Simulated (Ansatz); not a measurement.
Competing hops of interstitial Li in chalcopyrite CuGaSe2, charge state +1

Defect: interstitial Li in chalcopyrite CuGaSe2, charge state +1. Method: PBE, PAW (plane waves to 420 eV; Ansatz, a quantum-chemistry and plane-wave program).

Settings: 64 host sites, the relaxed PBE lattice, one k-point at (0.250, 0.250, 0.250), smearing 0.05 eV, spin-restricted, no image-charge correction. No zero-point or tunnelling terms. PBE gaps are too small, and in this host the defect's levels may merge with the bands. The charge state is imposed; whether it is stable for some Fermi level was not computed. Sites that were not tried may lie lower.

Barriers: single points on a 2×2×2 k-point mesh shifted by half a step at the bands' geometries.

```json
[
 {"Route": "one Li atom jumps by itself", "Start site over the lowest site run (eV)": "0.06", "Hop (Å)": "2.32", "Forward barrier (eV)": "0.27", "Backward barrier (eV)": "0.33", "Neighbours at the start": "Cu at 2.47, Cu at 2.48; 2 Ga at 2.72; Se at 2.64, Se at 2.80, 2 Se at 2.81, Se at 2.84, Se at 3.03 Å", "Neighbours at the saddle": "2 Cu at 2.46; Ga at 2.63; Se at 2.36, Se at 2.42, Se at 2.44 Å", "Saddle order": "not checked", "Forward, on the band's own sampling (eV)": "0.28"},
 {"Route": "one Li atom jumps by itself", "Start site over the lowest site run (eV)": "0.06", "Hop (Å)": "2.60", "Forward barrier (eV)": "0.42", "Backward barrier (eV)": "0.48", "Neighbours at the start": "Cu at 2.47, Cu at 2.48; 2 Ga at 2.72; Se at 2.64, Se at 2.80, 2 Se at 2.81, Se at 2.84, Se at 3.03 Å", "Neighbours at the saddle": "Cu at 2.45; 2 Ga at 2.60; Se at 2.37, Se at 2.38, Se at 2.47 Å", "Saddle order": "not checked", "Forward, on the band's own sampling (eV)": "0.42"}
]
```

Paths come from climbing-image nudged elastic band runs. Of the routes that converged and passed our checks, the lowest saddle point lies 0.33 eV above the lowest of the sites run (one Li atom jumps by itself); other sites, such as split forms, and other routes may lie lower.
